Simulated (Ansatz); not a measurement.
Ti2C (R-3m, No. 166, 3 atoms in the cell; start mp-1217106)

Method: PBEsol (PAW; Ansatz, a first-principles code).

Numerical settings: plane-wave cutoff 520 eV, 20×20×20 k mesh, Fermi–Dirac smearing 0.05 eV, no spin polarisation, scalar-relativistic PAW data made under PBE.

Cell (relaxed at this level):

```xyz
3
Lattice="1.5263 0.8812 4.7729 -1.5263 0.8812 4.7729 0.0000 -1.7624 4.7729" Properties=species:S:1:pos:R:3 pbc="T T T"
Ti     0.0000     0.0000     3.5199
Ti     0.0000     0.0000    10.7990
C      0.0000     0.0000     7.1594
```

```json
{
 "bulk_modulus": "142 GPa"
}
```

Note: the run has no spin polarisation, so it can have missed a magnetic state; the bulk modulus is −V dP/dV from two relaxed cells at ±2 % in volume; the relaxation could not lower the start's symmetry, so the cell can be a saddle point above a distorted one.

Cost on a shared machine: roughly 4 core-minutes.

A start named mp-… is a Materials Project structure, which need not be a measured phase.
